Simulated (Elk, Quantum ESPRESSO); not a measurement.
An Elk input for a self-consistent single point of HfPd (Pm-3m, 2 atoms in the cell) (DFT, PBEsol, spin-orbit coupling in second variation, all-electron FP-LAPW, Elk's shipped species files, default APW+lo basis):

```
tasks
  0

xctype
  22

spinorb
  .true.

lmaxi
  3

nempty
  10

stype
  0

swidth
  0.00734986

maxscl
  100

scale
  6.246640883

avec
    1.0000000000    0.0000000000    0.0000000000
    0.0000000000    1.0000000000    0.0000000000
    0.0000000000    0.0000000000    1.0000000000

sppath
  'species/'

atoms
  2
  'Hf.in'
  1
  0.0000000000  0.0000000000  0.0000000000    0.0 0.0 0.0
  'Pd.in'
  1
  0.5000000000  0.5000000000  0.5000000000    0.0 0.0 0.0

ngridk
  10 10 10
```

**Question.** Translate this input to Quantum ESPRESSO.

**Answer.** This is the input that was run; spellings and numerical settings could be chosen otherwise.

```fortran
&control
   calculation = 'scf',
   prefix = 'pwscf',
   outdir = './work',
   pseudo_dir = './',
   verbosity = 'high',
   tprnfor = .true.,
   tstress = .true.,
/
&system
   ibrav = 0,
   nat = 2,
   ntyp = 2,
   ecutwfc = 85,
   occupations = 'smearing',
   smearing = 'gaussian',
   degauss = 0.0147,
   noncolin = .true.,
   lspinorb = .true.,
/
&electrons
   conv_thr = 1.0e-11,
   mixing_beta = 0.4,
/
ATOMIC_SPECIES
Hf   178.4900  Hf.upf
Pd   106.4200  Pd.upf
ATOMIC_POSITIONS alat
Hf    0.0000000000    0.0000000000    0.0000000000
Pd    0.5000000000    0.5000000000    0.5000000000
K_POINTS automatic
10 10 10  0 0 0
CELL_PARAMETERS bohr
   6.2466408830     0.0000000000     0.0000000000
   0.0000000000     6.2466408830     0.0000000000
   0.0000000000     0.0000000000     6.2466408830
```

Basis, cutoffs, solver keys and any potentials are the target program's own. This input uses DFT, PBEsol, spin-orbit coupling, plane waves, PseudoDojo fully relativistic norm-conserving (PBESOL) pseudopotentials.

The starting cell comes from a database of computed structures (which also holds hypothetical and non-ambient phases and stackings), without a prior relaxation at this level.
